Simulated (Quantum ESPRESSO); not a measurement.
Worked example: relaxation of the atoms of Al₃Pd₅ (Pbam, 16 atoms in the cell) in Quantum ESPRESSO.

Computed with PBEsol, GBRV 1.5 ultrasoft (PBESOL) pseudopotentials (plane waves; Quantum ESPRESSO).

The input file:

```fortran
&control
 calculation = 'relax'
 outdir = './tmp'
 pseudo_dir = './'
/
&system
 ibrav = 0
 nat = 16
 ntyp = 2
 ecutwfc = 40
 ecutrho = 320
 occupations = 'smearing'
 smearing = 'cold'
 degauss = 0.0036749
/
&electrons
 conv_thr = 1.0e-11
 mixing_beta = 0.3
/
&ions
/
ATOMIC_SPECIES
Al    26.9815  al_pbesol_v1.uspp.F.UPF
Pd   106.4200  pd_pbesol_v1.4.uspp.F.UPF
ATOMIC_POSITIONS crystal
Al    0.0000000000    0.0000000000    0.0000000000
Al    0.5000000000    0.5000000000    0.0000000000
Al    0.1639800000    0.3581200000    0.5000000000
Al    0.8360200000    0.6418800000    0.5000000000
Al    0.6639800000    0.1418800000    0.5000000000
Al    0.3360200000    0.8581200000    0.5000000000
Pd    0.1872000000    0.1060100000    0.5000000000
Pd    0.8128000000    0.8939900000    0.5000000000
Pd    0.6872000000    0.3939900000    0.5000000000
Pd    0.3128000000    0.6060100000    0.5000000000
Pd    0.0000000000    0.5000000000    0.0000000000
Pd    0.5000000000    0.0000000000    0.0000000000
Pd    0.9054200000    0.2326300000    0.0000000000
Pd    0.0945800000    0.7673700000    0.0000000000
Pd    0.4054200000    0.2673700000    0.0000000000
Pd    0.5945800000    0.7326300000    0.0000000000
K_POINTS automatic
4 2 6  1 1 1
CELL_PARAMETERS angstrom
   5.4036080000     0.0000000000     0.0000000000
   0.0000000000    10.5687710000     0.0000000000
   0.0000000000     0.0000000000     4.0625450000
```

Output, abridged:

```
     Self-consistent Calculation

     iteration #  1     ecut=    40.00 Ry     beta= 0.30

     negative rho (up, down):  7.546E-01 0.000E+00

     total energy              =   -2021.68122935 Ry
     estimated scf accuracy    <      25.42233655 Ry

     iteration #  2     ecut=    40.00 Ry     beta= 0.30

     negative rho (up, down):  7.620E-01 0.000E+00

     total energy              =   -2027.27352167 Ry
     estimated scf accuracy    <       1.19633737 Ry

     iteration #  3     ecut=    40.00 Ry     beta= 0.30

     negative rho (up, down):  7.662E-01 0.000E+00

     total energy              =   -2027.38627416 Ry
     estimated scf accuracy    <       0.12119343 Ry

   [... 11 blocks of this kind left out ...]

     iteration # 15     ecut=    40.00 Ry     beta= 0.30

     negative rho (up, down):  7.766E-01 0.000E+00

     total energy              =   -2027.39283058 Ry
     estimated scf accuracy    <          3.2E-11 Ry

     iteration # 16     ecut=    40.00 Ry     beta= 0.30

     negative rho (up, down):  7.766E-01 0.000E+00
     End of self-consistent calculation

     the Fermi energy is    15.7529 ev

!    total energy              =   -2027.39283058 Ry
     estimated scf accuracy    <          5.3E-12 Ry
     smearing contrib. (-TS)   =      -0.00005595 Ry
     internal energy E=F+TS    =   -2027.39277463 Ry

     convergence has been achieved in  16 iterations

     negative rho (up, down):  7.766E-01 0.000E+00

     Forces acting on atoms (cartesian axes, Ry/au):

     atom    1 type  1   force =     0.00000000    0.00000000    0.00000000
     atom    2 type  1   force =     0.00000000    0.00000000    0.00000000
     atom    3 type  1   force =    -0.00163730   -0.00223777   -0.00000000
     atom    4 type  1   force =     0.00163730    0.00223777   -0.00000000
     atom    5 type  1   force =    -0.00163730    0.00223777    0.00000000
   [... lines left out ...]
     Total force =     0.008441     Total SCF correction =     0.000005
     the Fermi energy is    15.7566 ev
!    total energy              =   -2027.39308966 Ry
     Total force =     0.003008     Total SCF correction =     0.000001
     bfgs converged in   5 scf cycles and   4 bfgs steps
     Final energy             =   -2027.3930896642 Ry
   [... lines left out ...]
Pd               0.5000000000        0.0000000000        0.0000000000
Pd               0.9059803147        0.2334722659        0.0000000000
Pd               0.0940196853        0.7665277341       -0.0000000000
Pd               0.4059803147        0.2665277341        0.0000000000
Pd               0.5940196853        0.7334722659        0.0000000000
End final coordinates

   JOB DONE.
```

The run converged.  The full log also holds: “WARNING: bfgs curvature condition failed, Theta= 0.944”.

Summary of the result:
```
Item                                          Result
------------------------------------  --------------
Free energy E − TS                    -27584.0882 eV
Fermi level (on the code's own zero)        15.76 eV
Largest force (vector length)             0.024 eV/Å
Relaxation steps                                   4
```

The starting cell comes from a database of computed structures (which also holds hypothetical and non-ambient phases and stackings), without a prior relaxation at this level. Its lattice was rescaled by a random factor within 2.5 % of one. Spin polarisation is off. The relaxation keeps the symmetry of its start, so its end need not be a minimum.

Cost on one core of a shared machine: roughly 9 min.
